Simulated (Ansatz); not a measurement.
# 1T (CdI2-type) MnBr2

These are r²SCAN-D4 (plane waves, PAW; Ansatz, a quantum-chemistry and plane-wave program) values and carry that method's errors.

Run with plane-wave cutoff 500 eV, 12×12×6 k mesh (along the axes of the cell as run), Fermi–Dirac smearing 0.05 eV, spin-polarised with parallel moments, scalar-relativistic PAW data made under PBE.

Cell: relaxed at this level.

```yaml
equilibrium_volume_per_atom: 26.97 Å³/atom
equilibrium_lattice_constant_a: 3.850 Å
lattice_parameter_c: 6.305 Å
band_gap: 2.56 eV (on the SCF k mesh)
```

Note: the magnetic order was assumed, not searched for or taken from measurement.

Spin–orbit coupling is not included.

The computed numbers hold no vibrational or temperature effects.

It cost roughly 6 core-minutes of CPU time.
